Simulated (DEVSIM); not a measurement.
System: illuminated Si n-on-p cell, one wavelength, at 300 K.

Layer 1 from the left is Si, thickness (μm) 0.400, Nd (cm⁻³) 4.9e18, τn (s) 5.4e-6, τp (s) 3.9e-5, absorption coefficient (cm⁻¹) 51000. Layer 2 from the left is Si, thickness (μm) 51.0, Na (cm⁻³) 2.6e17, τn (s) 4.9e-5, τp (s) 4.9e-5, absorption coefficient (cm⁻¹) 51000.

Left contact: ohmic, minority hole recombination velocity 70000 cm/s. Right contact: ohmic, minority electron recombination velocity 10000 cm/s. Voltage is applied to the left contact. Recombination: SRH at mid-gap, radiative, Auger. Gap narrowing is on: ΔEg = 6.92 meV × (l + √(l² + 0.5)), l = ln(N/1.3e17 cm⁻³), shared equally by both band edges. Light enters at the left, 1.9e17 photons cm⁻² s⁻¹, one pass, no reflection. Mobility is constant in doping.

The device is made up for the run: typed textbook-type constants, with dimensions and the other settings drawn at random. Values at 300 K.

Si: gap (eV) 1.124, affinity (eV) 4.05, permittivity 11.7, Nc (cm⁻³) 2.86e19, Nv (cm⁻³) 3.1e19, μn (cm²/Vs) 1417, μp (cm²/Vs) 470, B (cm³/s) 4.7e-15, Cn (cm⁶/s) 2.8e-31, Cp (cm⁶/s) 9.9e-32.

DEVSIM, 1D drift-diffusion, Boltzmann statistics, complete ionisation; no tunnelling, impact ionisation, image-force lowering or self-heating.

Dark forward current:

```tsv
|V| (V)	|J| (A/cm²)
0.20	5.174e-9
0.25	3.356e-8
0.30	2.259e-7
0.35	1.546e-6
0.40	1.064e-5
0.45	7.349e-5
0.50	0.0005080
0.55	0.003513
0.60	0.02429
0.65	0.1678
0.70	1.153
0.75	7.649
0.80	42.93
0.85	168.6
0.90	479.8
0.95	1100
1.00	2147
```

Problem. Work out the local ideality factor n = ΔV / (kT/q · ln(J2/J1)) between the rows 0.20 and 0.25 V, 0.50 and 0.55 V, 0.95 and 1.00 V.

Solution. kT/q = 25.85 mV. From 0.20 to 0.25 V: ln(3.356e-8/5.174e-9) = 1.870, n = 1.03, near the 1 of diffusion or emission over a barrier. From 0.50 to 0.55 V: ln(0.003513/0.0005080) = 1.934, n = 1.00, near the 1 of diffusion or emission over a barrier. From 0.95 to 1.00 V: ln(2147/1100) = 0.669, n = 2.89.

Problem. What current could the absorbed light give at most, and what share is collected?

Solution. Σ αd = 262, so qΦ(1 − exp(−Σ αd)) = 30.4 mA/cm². The simulated short-circuit current is 27.13 mA/cm², a share of 0.89.

Problem. Estimate the open-circuit voltage by superposition: the voltage at which the dark current equals that short-circuit current.

Solution. Interpolating ln J in the table gives 0.603 V. The simulation gives 0.603 V, the same within the digits that matter. Superposition holds where collection doesn't change with voltage.

Problem. Estimate the fill factor from FF0 = (v − ln(v + 0.72))/(v + 1), v = qVoc/(nkT), with n from the dark curve.

Solution. The rows about Voc, 0.60 and 0.65 V, give n = 1.00, so v = 23.3 and FF0 = 0.828. The simulation gives 0.827, the same within the digits that matter.
